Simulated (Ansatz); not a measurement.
Take Mg$_{2}$Ge in the anti-fluorite structure (space group Fm-3m, No. 225) as the base.

```yaml
crystal:
  lattice:
    - [0.00000, 3.14325, 3.14325]
    - [3.14325, 0.00000, 3.14325]
    - [3.14325, 3.14325, 0.00000]
  atoms:
    - { symbol: Mg, position: [0.25000, 0.25000, 0.25000] }
    - { symbol: Mg, position: [0.75000, 0.75000, 0.75000] }
    - { symbol: Ge, position: [0.00000, 0.00000, 0.00000] }
```

Cartesian axes are those of the cell as printed.

Level of theory: LDA (Ansatz, a program for electronic structure, PAW, no SOC).

For the base:

| Quantity | Result |
|---|---|
| Valence-band top at Γ | 0.00, 0.00, 0.00 eV |
| Smallest direct gap | 1.16 eV |
| Pressure | 0.00 GPa |

Modification: uniaxial strain ε_zz = +1.00 %, all other strain components held at zero; the atoms relax in the strained cell.

Task: What happens to the valence-band top at Γ, smallest direct gap and pressure?

Result: The valence-band top at Γ (three highest levels, from the VBM) becomes 0.00, 0.00, -0.05 eV (base: 0.00, 0.00, 0.00 eV); the smallest direct gap shrinks by 0.07 eV to 1.09 eV; the pressure (mean of the normal stresses, compression positive) goes from zero to -0.55 GPa.

Semilocal Kohn–Sham gaps tend to fall short of experiment. Stability against distortions was not tested. The zero or small gap of Mg2Ge can change with the level of theory.
